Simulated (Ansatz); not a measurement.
Ansatz (a program for electronic structure) run on Be3Rh (P6_3/mmc, 8 atoms in the cell): zone-centre phonon calculation.

Method: LDA (PW92), PAW files made with PBE (plane waves; Ansatz).

```xyz
8
Lattice="4.7988 0.0000 0.0000 -2.3994 4.1559 0.0000 0.0000 0.0000 3.7355" Properties=species:S:1:pos:R:3 pbc="T T T"
Be     0.0000     1.3312     0.9339
Be     2.3994     2.8247     2.8016
Be     3.6460     0.6656     2.8016
Be    -1.2466     3.4903     0.9339
Be     1.2466     3.4903     0.9339
Be     1.1528     0.6656     2.8016
Rh     0.0000     2.7706     2.8016
Rh     2.3994     1.3853     0.9339
```

Reference input (self-consistent single point, DFT, LDA (PW92), plane waves, PAW files made with PBE): kpoints.mp_grid.grid = 11 11 12; hamiltonian.xc = lda; hamiltonian.pseudopotentials = {kind: paw} (the program's default PAW files); scf.occupations.method = fermi_dirac; scf.occupations.width = 0.1 eV. This run's input differs from it in these lines:

```diff
@@ -27,6 +27,4 @@
     width: 0.1 eV
-output:
-  forces: true
-  eigenvalues: true
-  stress: true
+phonons:
+  method: dfpt
```

Output (repeated stretches shortened):

```
SCF iter   1: F=—  HF=-13096.130649 eV  |F-HF|=—  |Δ(HF+E_count)|=         —  Δρ=1.73e-1  dr2=3.66e1  ethr=3.10e-3  ⟨swp⟩=6.8  Hψ=37267  notcnv=0  defer=47
all-band conjugate gradients solve this SCF's bands
preconditioner: auto → Kerker (q_TF=auto, 2.518 Å⁻¹)
SCF iter   2: F=—  HF=-13091.357792 eV  |F-HF|=—  |Δ(HF+E_count)|=    4.77e0  Δρ=6.94e-2  dr2=6.36e0  ethr=3.10e-3  ⟨swp⟩=2.0  Hψ=16920  notcnv=0  defer=223
   [... lines left out ...]
SCF iter   7: F=—  HF=-13090.329399 eV  |F-HF|=—  |Δ(HF+E_count)|=   1.27e-6  Δρ=1.35e-5  dr2=1.48e-7  ethr=1.84e-8  ⟨swp⟩=2.0  Hψ=10746  notcnv=0  defer=276
SCF iter   8: F=—  HF=-13090.329399 eV  |F-HF|=—  |Δ(HF+E_count)|=   4.72e-8  Δρ=1.53e-6  dr2=1.64e-9  ethr=3.22e-10  ⟨swp⟩=2.4  Hψ=11241  notcnv=0  defer=276
SCF iter   9: F=—  HF=-13090.329399 eV  |F-HF|=—  |Δ(HF+E_count)|=  3.06e-10  Δρ=3.22e-7  dr2=8.29e-11  ethr=3.56e-12  ⟨swp⟩=2.2  Hψ=11199  notcnv=0  defer=276
SCF iter  10: F=-13090.329399 eV  HF=-13090.329399 eV  |F-HF|=0.00e0  |Δ(HF+E_count)|=  1.27e-11  Δρ=3.95e-8  dr2=9.34e-13  ethr=1.00e-12  ⟨swp⟩=10.7  Hψ=38511  notcnv=0
SCF 1 converged in 10 iterations: F = -13090.329399 eV  dr2 = 9.34e-13
DFPT response loops at Γ: preconditioner auto → Kerker (q_TF=auto, 2.518 Å⁻¹) (partly filled bands, converged f_vac=0.000) …
Free energy (F): -13090.329399 eV
Internal energy: -13090.252886 eV  (E = F + TS)
E sigma→0 (E₀):  -13090.291143 eV
Entropy (-TS):   -0.076513 eV (-9.564 meV/atom)
Fermi energy:    13.042425 eV
--- Phonons (Γ-DFPT): 5 representative perturbations + reference, on 252 of 1452 k-points (Σ response iterations 17) ---
  k mesh reduced under 4 symmetry operations, with k and −k counted as one. Each operation leaves every solved displacement unchanged or reverses it
  ASR residual: 4.541e-4 → 0.000e0 eV/Å²; symmetrization residual: 2.506e-5 eV/Å²
  ASR residual per site (eV/Å²): 1.16e-5 1.16e-5 1.02e-5 1.02e-5 1.02e-5 1.02e-5 4.54e-4 4.54e-4
  Γ frequencies (cm⁻¹): -77.69 0.00 0.00 0.00 100.91 100.91 345.85 353.16 353.16 362.70 362.70 379.55 418.60 418.60 469.02 469.02 476.17 486.86 498.33 498.33 505.90 523.52 523.52 549.93
  non-analytic LO–TO correction: not included (Born effective charges unavailable; polar crystals: no LO–TO splitting at Γ)
```

The run converged in 10 iterations. 

Summary of the result:
Free energy E − TS (on the zero of these files): -13090.3294 eV
Fermi level (on the code's own zero): 13.04 eV
Zone-centre frequencies (cm⁻¹; negative means imaginary): -78, 0, 0, 0, 101, 101, 346, 353, 353, 363, 363, 380, 419, 419, 469, 469, 476, 487, 498, 498, 506, 524, 524, 550

The starting cell comes from a database of computed structures (which also holds hypothetical and non-ambient phases and stackings), without a prior relaxation at this level. Its lattice was rescaled by a random factor within 2.5 % of one. Spin polarisation is off.

Cost on one core of a shared machine: roughly 3 min.

Keys are those of Ansatz 0.2.
